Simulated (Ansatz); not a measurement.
Where the default PAW files enter, the runs use the earlier of Ansatz's two default sets.

Given:

```yaml
crystal:
  lattice:
    - [5.09418, 0.00000, 0.00000]
    - [0.00000, 5.15064, 0.00000]
    - [0.87617, 0.00000, 5.20295]
  atoms:
    - { symbol: Hf, position: [0.72386, 0.54194, 0.70791] }
    - { symbol: Hf, position: [0.27614, 0.45806, 0.29209] }
    - { symbol: Hf, position: [0.27614, 0.04194, 0.79209] }
    - { symbol: Hf, position: [0.72386, 0.95806, 0.20791] }
    - { symbol: O, position: [0.55200, 0.25747, 0.97858] }
    - { symbol: O, position: [0.44800, 0.74253, 0.02142] }
    - { symbol: O, position: [0.44800, 0.75747, 0.52142] }
    - { symbol: O, position: [0.55200, 0.24253, 0.47858] }
    - { symbol: O, position: [0.93164, 0.66924, 0.34625] }
    - { symbol: O, position: [0.06836, 0.33076, 0.65375] }
    - { symbol: O, position: [0.06836, 0.16924, 0.15375] }
    - { symbol: O, position: [0.93164, 0.83076, 0.84625] }
```

Space group of this cell: P2_1/c. The cell is taken as given; by r2SCAN its mean pressure is 3.9 GPa.

Level of theory: r2SCAN (plane waves, PAW; Ansatz, a first-principles code).

The current runs along the normal of the first two printed vectors; no spin-orbit coupling. Scaled by the factor s: all lengths (ions clamped). Meshes 6×6×6 and 6×6 across the current in all rows.

```json
[
 {"s": "0.98", "mean pressure (GPa)": "22.4", "band gap (eV)": "4.85"},
 {"s": "1.00", "mean pressure (GPa)": "3.9", "band gap (eV)": "4.64"},
 {"s": "1.02", "mean pressure (GPa)": "-10.4", "band gap (eV)": "?"}
]
```

Q: Take the slope of the band gap against ln s from the two given rows, extrapolate to s = 1.02, and say what the run there gives.

A: Slope = (4.85 − 4.64) / ln 0.98 = -10.4 eV. The line gives 4.64 + (-10.4) × ln 1.02 = 4.43 eV. The run gives 4.43 eV, as the line does.
